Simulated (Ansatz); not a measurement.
Start from CuI in the zinc blende structure (space group F-43m, No. 216).

```
CuI
1.0
    0.00000     2.93094     2.93094
    2.93094     0.00000     2.93094
    2.93094     2.93094     0.00000
Cu I
1 1
Direct
  0.00000   0.00000   0.00000
  0.25000   0.25000   0.25000
```

Cartesian axes are those of the cell as printed.

The values are results of DFT with LDA, PAW potentials and a 420 eV plane-wave cutoff in Ansatz (a program for electronic structure), without spin-orbit coupling, not measurements.

One thing is altered: the cell is scaled by 1.0300 in all directions, atoms relaxed at fixed cell.

Task: Predict the stress tensor and what it implies for the stiffness.

Result: Stress of the strained cell less that of the base (GPa, compression positive):
```
  -4.01    0.00    0.00
   0.00   -4.01    0.00
   0.00    0.00   -4.01
```

Then B = −ΔP/(ΔV/V₀) with ΔV/V₀ = 0.0927 gives secant stiffness values (nonlinear terms included at this strain): B ≈ 43 GPa.

As a check, the harmonic strain energy −½ V₀ Δσ:ε is 28 meV/atom; the computed energy rise is 32 meV/atom.

Stability against distortions was not tested. All final runs are without spin polarisation.
